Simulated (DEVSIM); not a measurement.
Structure: Si p-i-n diode, at 300 K.

Layer 1 from the left is Si, thickness (μm) 0.800, Na (cm⁻³) 1.4e18, τn (s) 1.2e-7, τp (s) 1.2e-7. Layer 2 from the left is Si, thickness (μm) 3.90, Nd (cm⁻³) 1.6e12, τn (s) 1.2e-7, τp (s) 1.2e-7. Layer 3 from the left is Si, thickness (μm) 0.350, Nd (cm⁻³) 1.4e19, τn (s) 1.2e-7, τp (s) 1.2e-7.

Left contact: ohmic. Right contact: ohmic. Voltage is applied to the left contact. Recombination: SRH at mid-gap, radiative, Auger. Mobility is μmin + (μ − μmin)/(1 + (N/Nref)^α).

The device is made up for the run: typed textbook-type constants, with dimensions and the other settings drawn at random. Values at 300 K.

Si: gap (eV) 1.124, affinity (eV) 4.05, permittivity 11.7, Nc (cm⁻³) 2.86e19, Nv (cm⁻³) 3.1e19, μn (cm²/Vs) 1417, μp (cm²/Vs) 470, μn,min 52, μp,min 45, Nref,n 9.7e16, Nref,p 2.2e17, αn 0.68, αp 0.72, B (cm³/s) 4.7e-15, Cn (cm⁶/s) 2.8e-31, Cp (cm⁶/s) 9.9e-32.

DEVSIM, 1D drift-diffusion, Boltzmann statistics, complete ionisation; no tunnelling, impact ionisation, image-force lowering or self-heating.

Q: What does the simulation give for the dark forward voltage at 1 A/cm², the dark forward voltage at 100 A/cm², the potential step across the device at zero bias?

A: dark forward voltage at 1 A/cm² 0.656 V; dark forward voltage at 100 A/cm² 0.825 V; potential step across the device at zero bias 1.025 V.
